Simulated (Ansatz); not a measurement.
Start from CsPbCl$_{3}$ in the cubic perovskite structure (space group Pm-3m, No. 221; a = 5.674 Å).

Computed with r2SCAN (Ansatz, an electronic-structure program, PAW, without spin-orbit coupling).

One change was made to it. Results:

The band gap goes from 2.46 eV to zero; the density increases by 4.59 g/cm³ (4.06 g/cm³ → 8.65 g/cm³).

**Question.** Which change produced these results?
(A) pressure 100 GPa
(B) pressure 15 GPa
(C) pressure −1 GPa

**Answer.** A, pressure 100 GPa. For comparison, the band gap in the other runs: pressure 15 GPa gives 0.50 eV; pressure −1 GPa gives 2.64 eV.

A case with no gap was solved on a k-mesh chosen for an insulator, which is coarse for it. Spin-orbit coupling, missing from the scalar runs, can matter with Pb. Load acts through the strain it causes; cell and atoms are relaxed under it. No phonon test of stability was made. Competing high-pressure phases were not computed. All final runs are without spin polarisation. Many cubic perovskites are stable only at high temperature; tilts and polar distortions were not tested. This is not the structure that CsPbCl3 has at room temperature and ambient pressure.
